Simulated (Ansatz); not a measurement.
Base system: LiCl in the rock salt structure (space group Fm-3m, No. 225; a = 5.150 Å).

Calculations: PBE in Ansatz (plane waves to 420 eV, PAW, no spin-orbit coupling).

Before the change:

| Quantity | Value |
|---|---|
| Valley order | Γ 6.26 eV; L along ⟨111⟩ 6.73 eV |

Perturbation: a hydrostatic pressure of 0.3 GPa.

Q: What happens to the valley order?

A: The valley order (the lowest conduction-band minima on the path, energy above the VBM, named in the base's zone) goes from Γ 6.26 eV; L along ⟨111⟩ 6.73 eV to Γ 6.31 eV; L along ⟨111⟩ 6.74 eV.

The levels and masses belong to the bands next to the band gap. Load acts through the strain it causes; cell and atoms are relaxed under it. No phonon test of stability was made.

Ansatz is a first-principles code.
